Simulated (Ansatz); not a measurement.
Take an 18-atom supercell of TaSi₂ (space group P6_222, No. 180; a = 4.759 Å, c = 6.561 Å) at its relaxed geometry as the base.

All numbers come from Ansatz (a quantum-chemistry and plane-wave program), PBEsol, PAW, cutoff 420 eV, scalar-relativistic without spin-orbit coupling.

Before the change:

The pressure is 0.0 GPa. The mean distance from the defect site to its nearest host atoms comes out as 2.55 Å.

Perturbation: a neutral Ta on a Si site (antisite), atoms relaxed at fixed cell, starting from a slightly rattled geometry.

**Question.** What does the calculation give for the largest displacement of a host atom from its site in the perfect cell, pressure and mean distance from the defect site to its nearest host atoms after the change?

**Answer.** The largest displacement of a host atom from its site in the perfect cell comes out as 0.12 Å; the pressure goes from zero to 6.3 GPa; the mean distance from the defect site to its nearest host atoms rises by 0.06 Å (2.55 Å → 2.61 Å).

The cell is small, so the values are those of an ordered compound at a high defect concentration; dilute-limit values will differ. The final runs are not spin-polarised. An odd electron count without spin: Ta7Si11 and TaSi2. The defect cell is not spin-polarised.
